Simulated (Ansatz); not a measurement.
Partial pair distribution functions of a relaxed model of amorphous Ge12Sb12Te28C4, broadened by 0.06 Å; density 5.94 g/cm³. Computed with PBE-D3(BJ), scalar-relativistic without spin-orbit coupling, PAW (Ansatz default set, large-core Te) (plane waves to 420 eV; Ansatz, a quantum-chemistry and plane-wave program).

Preparation: random packing, a CHGNet melt and quench, and a DFT relaxation. The hot cell started wider than the set density and was brought back towards it in steps. It is the lowest in DFT energy of 4 quenches. It is a model cell: composition and starting density were chosen by hand, and all elements were melted together. The geometry includes D3(BJ) dispersion. Its density started from a set value of 5.65 and ended at 5.94 g/cm³. Cooling (nominally 50 K/ps over its main leg) ran many orders faster than in experiment, which tends to leave more defects and strain. Values belong to this one cell and scatter from quench to quench. The volume was free in the relaxation, at fixed shape. On a 2×2×2 Γ-centred mesh force components of up to 0.24 eV/Å stay, since the relaxation ran on one k-point at (1/4, 1/4, 1/4).

```json
[
 {"r (Å)": "2.45", "g Sb-Te": "0.00", "g Ge-Te": "0.00", "g Ge-Ge": "0.00", "g Sb-Sb": "0.00"},
 {"r (Å)": "2.55", "g Sb-Te": "0.00", "g Ge-Te": "0.28", "g Ge-Ge": "0.00", "g Sb-Sb": "0.00"},
 {"r (Å)": "2.65", "g Sb-Te": "0.02", "g Ge-Te": "2.80", "g Ge-Ge": "0.01", "g Sb-Sb": "0.00"},
 {"r (Å)": "2.75", "g Sb-Te": "1.07", "g Ge-Te": "5.87", "g Ge-Ge": "0.52", "g Sb-Sb": "0.00"},
 {"r (Å)": "2.85", "g Sb-Te": "5.07", "g Ge-Te": "4.62", "g Ge-Ge": "1.49", "g Sb-Sb": "0.00"},
 {"r (Å)": "2.95", "g Sb-Te": "3.99", "g Ge-Te": "2.10", "g Ge-Ge": "0.59", "g Sb-Sb": "0.00"},
 {"r (Å)": "3.05", "g Sb-Te": "2.83", "g Ge-Te": "1.64", "g Ge-Ge": "1.33", "g Sb-Sb": "0.08"},
 {"r (Å)": "3.15", "g Sb-Te": "2.31", "g Ge-Te": "0.58", "g Ge-Ge": "1.28", "g Sb-Sb": "0.96"},
 {"r (Å)": "3.25", "g Sb-Te": "1.25", "g Ge-Te": "0.83", "g Ge-Ge": "4.34", "g Sb-Sb": "0.73"},
 {"r (Å)": "3.35", "g Sb-Te": "1.02", "g Ge-Te": "1.13", "g Ge-Ge": "2.69", "g Sb-Sb": "0.20"},
 {"r (Å)": "3.45", "g Sb-Te": "1.40", "g Ge-Te": "0.89", "g Ge-Ge": "1.07", "g Sb-Sb": "2.50"},
 {"r (Å)": "3.55", "g Sb-Te": "1.38", "g Ge-Te": "1.11", "g Ge-Ge": "1.28", "g Sb-Sb": "3.02"},
 {"r (Å)": "3.65", "g Sb-Te": "1.16", "g Ge-Te": "1.22", "g Ge-Ge": "2.02", "g Sb-Sb": "0.46"},
 {"r (Å)": "3.75", "g Sb-Te": "1.11", "g Ge-Te": "0.32", "g Ge-Ge": "1.35", "g Sb-Sb": "1.59"},
 {"r (Å)": "3.85", "g Sb-Te": "1.03", "g Ge-Te": "0.29", "g Ge-Ge": "0.36", "g Sb-Sb": "1.84"},
 {"r (Å)": "3.95", "g Sb-Te": "0.71", "g Ge-Te": "0.20", "g Ge-Ge": "0.03", "g Sb-Sb": "0.28"},
 {"r (Å)": "4.05", "g Sb-Te": "1.13", "g Ge-Te": "0.38", "g Ge-Ge": "0.68", "g Sb-Sb": "0.65"},
 {"r (Å)": "4.15", "g Sb-Te": "1.33", "g Ge-Te": "0.85", "g Ge-Ge": "1.47", "g Sb-Sb": "0.56"},
 {"r (Å)": "4.25", "g Sb-Te": "1.09", "g Ge-Te": "1.11", "g Ge-Ge": "0.98", "g Sb-Sb": "1.66"},
 {"r (Å)": "4.35", "g Sb-Te": "0.64", "g Ge-Te": "1.26", "g Ge-Ge": "1.07", "g Sb-Sb": "1.77"},
 {"r (Å)": "4.45", "g Sb-Te": "0.30", "g Ge-Te": "0.69", "g Ge-Ge": "1.32", "g Sb-Sb": "1.09"},
 {"r (Å)": "4.55", "g Sb-Te": "0.68", "g Ge-Te": "0.68", "g Ge-Ge": "2.09", "g Sb-Sb": "0.52"},
 {"r (Å)": "4.65", "g Sb-Te": "0.60", "g Ge-Te": "0.65", "g Ge-Ge": "3.22", "g Sb-Sb": "1.32"},
 {"r (Å)": "4.75", "g Sb-Te": "0.59", "g Ge-Te": "1.22", "g Ge-Ge": "1.24", "g Sb-Sb": "1.24"},
 {"r (Å)": "4.85", "g Sb-Te": "0.57", "g Ge-Te": "1.20", "g Ge-Ge": "0.94", "g Sb-Sb": "0.65"},
 {"r (Å)": "4.95", "g Sb-Te": "0.27", "g Ge-Te": "0.70", "g Ge-Ge": "1.25", "g Sb-Sb": "0.81"},
 {"r (Å)": "5.05", "g Sb-Te": "0.48", "g Ge-Te": "0.63", "g Ge-Ge": "0.66", "g Sb-Sb": "1.13"},
 {"r (Å)": "5.15", "g Sb-Te": "0.49", "g Ge-Te": "0.50", "g Ge-Ge": "0.08", "g Sb-Sb": "0.89"},
 {"r (Å)": "5.25", "g Sb-Te": "0.63", "g Ge-Te": "0.71", "g Ge-Ge": "0.05", "g Sb-Sb": "1.18"},
 {"r (Å)": "5.35", "g Sb-Te": "0.72", "g Ge-Te": "0.85", "g Ge-Ge": "0.42", "g Sb-Sb": "1.24"},
 {"r (Å)": "5.45", "g Sb-Te": "0.59", "g Ge-Te": "1.19", "g Ge-Ge": "0.78", "g Sb-Sb": "0.61"},
 {"r (Å)": "5.55", "g Sb-Te": "1.13", "g Ge-Te": "0.95", "g Ge-Ge": "1.59", "g Sb-Sb": "0.89"},
 {"r (Å)": "5.65", "g Sb-Te": "0.97", "g Ge-Te": "1.14", "g Ge-Ge": "1.12", "g Sb-Sb": "1.33"},
 {"r (Å)": "5.75", "g Sb-Te": "1.10", "g Ge-Te": "1.04", "g Ge-Ge": "0.72", "g Sb-Sb": "0.88"},
 {"r (Å)": "5.85", "g Sb-Te": "1.60", "g Ge-Te": "1.12", "g Ge-Ge": "1.37", "g Sb-Sb": "0.69"},
 {"r (Å)": "5.95", "g Sb-Te": "1.72", "g Ge-Te": "1.23", "g Ge-Ge": "1.38", "g Sb-Sb": "0.46"}
]
```

Within 3.30 Å each Sb has 3.08 Te neighbours on average.
